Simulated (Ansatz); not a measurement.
Take MoS$_{2}$ in the 3R-MoS2 type structure (space group R3m, No. 160; layered, stacked along the Cartesian z axis) as the base.

```xyz
3
Lattice="1.5766 0.9103 5.9979 -1.5766 0.9103 5.9979 0.0000 -1.8205 5.9979" Properties=species:S:1:pos:R:3 pbc="T T T"
Mo     0.0000     0.0000     0.0003
S      0.0000     0.0000    13.5588
S      0.0000     0.0000    10.4319
```

Cartesian axes are those of the cell as printed.

Calculations: PBE-D3(BJ) (Ansatz, a quantum-chemistry and plane-wave program; PAW; 420 eV plane waves; no spin-orbit coupling), earlier PAW set.

One thing is altered: the cell is stretched by 5.87 % along z with no lateral relaxation; the atoms relax in the strained cell.

Problem. Predict the stress tensor and what it implies for the stiffness.

Solution. Stress of the strained cell less that of the base (GPa, compression positive):
```
  -0.52    0.00    0.00
   0.00   -0.52    0.00
   0.00    0.00   -1.98
```

Then −Δσ_ii/ε with ε = 0.0587 gives secant stiffness values (nonlinear terms included at this strain): C33 ≈ 34 GPa, C13 ≈ 8.8 GPa and C23 ≈ 8.8 GPa.

As a check, the harmonic strain energy −½ V₀ Δσ:ε is 6.2 meV/atom; the computed energy rise is 7.4 meV/atom.

No phonon test of stability was made.
